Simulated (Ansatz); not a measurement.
The reference is BeSe in the zinc blende structure (space group F-43m, No. 216; a = 5.1288 Å). Axes: x, y, z lie along the cube axes.

All numbers come from plane-wave PAW DFT at the PBEsol level (Ansatz, a program for electronic structure, 420 eV), spin-orbit coupling left out, earlier PAW set.

Strains are applied to the cell and any free atomic positions relax; under biaxial strain the out-of-plane vector relaxes too.

One change was made to it. Results:

```json
[
 {"quantity": "pressure (mean of the normal stresses, compression positive)", "base": "0.0 kbar", "after": "-44.7 kbar"},
 {"quantity": "volume per atom", "base": "16.86 Å³", "after": "18.01 Å³"},
 {"quantity": "valence-band top at Γ (three highest levels, from the VBM)", "base": "0.00, 0.00, 0.00 eV", "after": "0.00, -0.34, -0.34 eV"},
 {"quantity": "energy relative to the base (free energy F)", "base": "0 meV/atom", "after": "+32 meV/atom"},
 {"quantity": "band gap", "base": "2.47 eV", "after": "2.33 eV"}
]
```

Q: Name the change that was made.
A. biaxial strain +2.77 %, plane normal [111], relaxed out of plane
B. biaxial strain +4.20 %, plane normal [111], relaxed out of plane
C. tensor shear ε_xy = −3.99 %

A: B, biaxial strain +4.20 %, plane normal [111], relaxed out of plane. For comparison, the valence-band top at Γ in the other runs: tensor shear ε_xy = −3.99 % gives 0.00, -0.41, -0.65 eV; biaxial strain +2.77 %, plane normal [111], relaxed out of plane gives 0.00, -0.25, -0.25 eV.

Stability against distortions was not tested.
